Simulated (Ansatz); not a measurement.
## Worked example: self-consistent single point of Sn (I4_1/amd, 2 atoms in the cell) in Ansatz

Method of the run: PBE (plane waves, PAW; Ansatz, a program for electronic structure).

This input was run:

Ansatz 0.2 input:
```yaml
crystal:
  lattice:
    - [-2.94014000, 2.94014000, 1.59930000]
    - [2.94014000, -2.94014000, 1.59930000]
    - [2.94014000, 2.94014000, -1.59930000]
  atoms:
    - { symbol: Sn, position: [0.75000000, 0.25000000, 0.50000000] }
    - { symbol: Sn, position: [0.00000000, 0.00000000, 0.00000000] }
basis:
  ecutwfc: 420.0
kpoints:
  mp_grid:
    grid: [12, 12, 12]
hamiltonian:
  xc: pbe
  pseudopotentials:
    kind: paw
scf:
  occupations:
    method: methfessel_paxton
    width: 0.05
output:
  forces: true
  eigenvalues: true
  stress: true
```

Output, abridged:

```
WARN ansatz: RAYON_NUM_THREADS=1 ignored (pool sized by the plan → 1); use --threads N
Pseudopotentials: kind: paw
Pseudopotential: Sn, paw, valence charge 14
Crystal: 2 atoms, lattice volume = 55.300 Å³
Basis set: ecut = 420 eV, 1109 PW (Γ), exchange–correlation on 60×60×60 points (8 copies of the dense FFT grid, shifted against one another)
Bands: 18, of which v1, the nominal top of the filled ones, is band 14 counted from 1 (13 counted from 0)
Symmetry: 16 space group operations
Space group: I41/amd (ITA 141), of the structure as read, at distance tolerance 3.8e-5 Å
k-points: 163 of 1728
Initial density: superposition of atomic densities (neutral atoms: chi_scale 0, normalization atom), corrected by the library's trained network
Initial wavefunctions: pseudopotential atomic-orbital guess
Eigensolver: davidson
Functional: x = pbe(κ = 0.804, μ = 0.2195149727645171), c = pbe(β = 0.06672455060314922)
SCF iter   1: F=—  HF=-12048.338489 eV  |F-HF|=—  |Δ(HF+E_count)|=         —  Δρ=9.85e-4  dr2=2.97e-4  ethr=1.77e-3  ⟨swp⟩=6.1  Hψ=14980  notcnv=0
all-band conjugate gradients solve this SCF's bands
preconditioner: auto → Kerker (q_TF=auto, 2.436 Å⁻¹)
SCF iter   2: F=—  HF=-12048.337501 eV  |F-HF|=—  |Δ(HF+E_count)|=   9.88e-4  S|Δr|=    0.00e0  Δρ=5.93e-4  dr2=1.51e-4  ethr=1.06e-6  ⟨swp⟩=2.1  Hψ=6533  notcnv=0
SCF iter   3: F=—  HF=-12048.337512 eV  |F-HF|=—  |Δ(HF+E_count)|=   1.01e-5  S|Δr|=    0.00e0  Δρ=3.09e-4  dr2=3.98e-5  ethr=5.39e-7  ⟨swp⟩=2.8  Hψ=5549  notcnv=0
SCF iter   4: F=—  HF=-12048.337531 eV  |F-HF|=—  |Δ(HF+E_count)|=   1.95e-5  S|Δr|=    0.00e0  Δρ=1.34e-4  dr2=5.96e-6  ethr=1.42e-7  ⟨swp⟩=3.0  Hψ=5184  notcnv=0
SCF iter   5: F=—  HF=-12048.337533 eV  |F-HF|=—  |Δ(HF+E_count)|=   2.22e-6  S|Δr|=    0.00e0  Δρ=6.90e-5  dr2=1.50e-6  ethr=2.13e-8  ⟨swp⟩=2.0  Hψ=3361  notcnv=0
SCF iter   6: F=-12048.337532 eV  HF=-12048.337532 eV  |F-HF|=8.54e-8  |Δ(HF+E_count)|=   8.79e-7  S|Δr|=    0.00e0  Δρ=1.34e-5  dr2=6.58e-8  ethr=3.57e-10  ⟨swp⟩=4.6  Hψ=13769  notcnv=0
SCF 1 converged in 6 iterations: F = -12048.337532 eV  dr2 = 6.58e-8
SCF converged after 6 iterations
Stability not checked (fill_not_monotonic)
Free energy (F): -12048.337532 eV
Harris-Foulkes:  -12048.337532 eV  (|F-HF|=8.54e-8)
Internal energy: -12048.337573 eV  (E = F + TS)
E sigma→0 (E₀):  -12048.337542 eV
Entropy (-TS):   0.000041 eV (0.020 meV/atom)
Fermi energy:    10.457194 eV
--- Per-component energies (eV) ---
  E_band       = -171.203066
  E_kinetic    = 372.994266
  E_local      = -1725.473021  (includes V_loc(G=0)·N_el)
  E_nonlocal   = -64.772869
  E_hartree    = 1074.112205
  E_xc         = -765.130743
  E_vxc        = -192.093365  (∫ρ·V_xc dr)
  E_paw        = -8272.325426  (= ΣΔE_a)
  E_vpaw       = -710.067098  (= ΣTr[D̂ρ^β])
  E_aug_tail   = -0.000001  (compensation charges beyond the density's cutoff)
  E_ewald      = -2667.741984
  E_smearing   = 0.000041  (= −TS)
  E_closure    = -0.000000  (closes the sum)
  Σ components = -12048.337532   (vs F -12048.337532, Δ=0.00e0)
--- Forces (eV/Å), atoms counted from 1 ---
  atom   1  Sn    -0.00000000     0.00000000     0.00000000
  atom   2  Sn     0.00000000     0.00000000     0.00000000
  max |Σ_I F_I| component: 1.39e-17 eV/Å
--- Stress (GPa, compression-positive) ---
        1.333123       0.000000       0.000000
        0.000000       1.333123      -0.000000
        0.000000       0.000000       1.309751
  P = ⅓ Tr σ = 1.3253 GPa (13.253 kbar)
  The stress holds the Pulay correction. Without it, at fixed plane waves, as pw.x and ABINIT print it: P = 1.2937 GPa
--- Band table (eV; the first three rows and the last of 163) ---
  k-point 0: bands = ["-11.1708", "-11.0928", "-11.0509", "-11.0402", "-10.8989", "-10.8989", "-10.8886", "-10.8886", "-10.8070", "-10.7022", "-0.5318", "6.7619", "8.5294", "8.5294", "13.4595", "16.5866", "16.5866", "17.2052"]
  k-point 1: bands = ["-11.1653", "-11.0937", "-11.0465", "-11.0437", "-10.9014", "-10.8958", "-10.8872", "-10.8866", "-10.8102", "-10.7078", "-0.4703", "6.2516", "8.6025", "8.9227", "13.7463", "15.9898", "16.2325", "17.2218"]
  k-point 2: bands = ["-11.1492", "-11.0961", "-11.0530", "-11.0331", "-10.9095", "-10.8880", "-10.8836", "-10.8806", "-10.8196", "-10.7237", "-0.2858", "5.3002", "8.8207", "9.5566", "14.5725", "14.9724", "15.4310", "17.0141"]
  k-point 162: bands = ["-11.1046", "-11.1046", "-10.9182", "-10.9182", "-10.9102", "-10.9102", "-10.8962", "-10.8962", "-10.8845", "-10.8845", "2.9569", "2.9569", "5.7603", "5.7603", "15.4675", "15.4675", "19.6569", "19.6569"]
```

The run converged in 6 iterations.

The starting cell comes from a database of computed structures (which also holds hypothetical and non-ambient phases and stackings), without a prior relaxation at this level. Ansatz's pressure includes its estimate of the finite-basis (Pulay) stress.
